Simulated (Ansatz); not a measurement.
Base system: ZnSe in the zinc blende structure (space group F-43m, No. 216; a = 5.633 Å).

Structures relaxed with PBEsol/PAW in Ansatz (a first-principles code), spin-orbit coupling left out.

Base:

Simulated powder pattern, Cu Kα1, λ = 1.54056 Å (kinematic, ideal powder, no thermal factors, no anomalous dispersion; the 10 strongest lines at most, above 2 %, up to 2θ = 90°):

```
2θ (°)  I/Imax (%)    hkl
------  ----------  -----
27.40          100  (111)
45.50           73  (220)
53.94           44  (311)
66.32           11  (400)
73.17           17  (331)
84.11           23  (422)
```

After one change:

Simulated powder pattern, Cu Kα1, λ = 1.54056 Å (kinematic, ideal powder, no thermal factors, no anomalous dispersion; the 10 strongest lines at most, above 2 %, up to 2θ = 90°):

```csv
2θ (°),I/Imax (%)
27.26,100
45.27,73
53.65,44
65.94,12
72.75,17
83.60,23
89.98,13
```

Which change produced these results?
A) isotropic strain +2.50 %
B) isotropic strain +1.00 %
C) isotropic strain −1.00 %
D) isotropic strain +0.50 %

D, isotropic strain +0.50 %. Its volume per atom is 22.68 Å³ against 22.35 Å³, and its space group is F-43m (No. 216).

Whether these cells are dynamically stable was not tested.
